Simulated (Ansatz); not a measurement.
## CsPbBr3: energy against strain

CsPbBr3 (cubic perovskite, Pm-3m, 40.495 Å³/atom and stress up to 0.01 GPa in the relaxed cell, cube axes along x, y and z) under a strain ε along a cube axis (axis z), the other axes held. PBEsol in Ansatz, a plane-wave DFT program (PAW, default set), 420 eV, 6×6×6 Γ-centred mesh, Fermi-Dirac smearing 0.05 eV; ions are relaxed, or left where forces stay under 0.02 eV/Å, within the symmetry of each cell.

Here s stands for strain and y for E less E0.

```
strain (%)  E less E0 (meV/atom)
----------  --------------------
-1.20                       0.99
-0.60                       0.24
0.00                        0.00
0.60                        0.23
1.20                        0.90
3.00                           ?
```

The 5 complete rows are fitted with a parabola, y against s. Least squares gives y = -0.001 - 0.0317·s + 0.6567·s². Residuals (row less fit): 0.007, -0.014, 0.001, 0.014, -0.007; standard error 0.016 (degrees of freedom: 2). Twice the quadratic coefficient over the volume, 2 × 0.6567 meV × 10⁴ × 0.1602 / 40.495 Å³, is the elastic constant C11 = 52.0 ± 0.9 GPa (± standard error of the fit, which holds the terms cut off).

What does the fit predict for y at s = 3.00, and how far is the calculated value from it?

y = -0.001 - 0.0317 × 3.0 + 0.6567 × 3.0² = 5.814 meV/atom. The calculation gives 5.21 meV/atom, 0.604 meV/atom below the prediction (11.6 % of the range of y in the table). The row lies outside the fitted rows, so this is an extrapolation. From the scatter of the fitted rows alone, a prediction at this place has a standard error of 0.101 meV/atom, so the miss is 6.0 times that.

A polynomial of degree 3 through the 10 other runs of the series gives 5.19 there, so most of the miss is curvature that the fit leaves out. The primitive cell can neither tilt nor turn polar against its symmetry, as such crystals can under strain. Spin-orbit coupling is left out, which can shift these values for the heavy elements here. CsPbBr3 is here the ideal cubic form; the compound distorts at low or room temperature. Rows are the converged runs of the series near zero and its far end; series whose fitted rows scatter by over a few per cent of the range, as at a crossing or softening among them, aren't shown in this form, nor equations of state whose B0' disagrees with the runs' pressures. Most that stay on the fit to the last digits aren't either.
